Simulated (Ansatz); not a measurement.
Start from Al in the fcc (Cu type) structure (space group Fm-3m, No. 225; a = 4.015 Å; relaxed with 0.1 eV smearing).

Level of theory: Kohn–Sham DFT with the PBEsol functional, run in Ansatz (a quantum-chemistry and plane-wave program) with PAW and 420 eV plane waves, no spin-orbit coupling.

Base values:

The pressure is 0.0 GPa.

The change: an isotropic linear strain of +1.50 %; the atoms relax in the strained cell.

### Question
How does this affect the energy relative to the base?

### Answer
The energy rises by 8.0 meV/atom.

### Question
Predict the new pressure.

### Answer
The pressure goes from zero to -3.3 GPa.

No phonon test of stability was made.
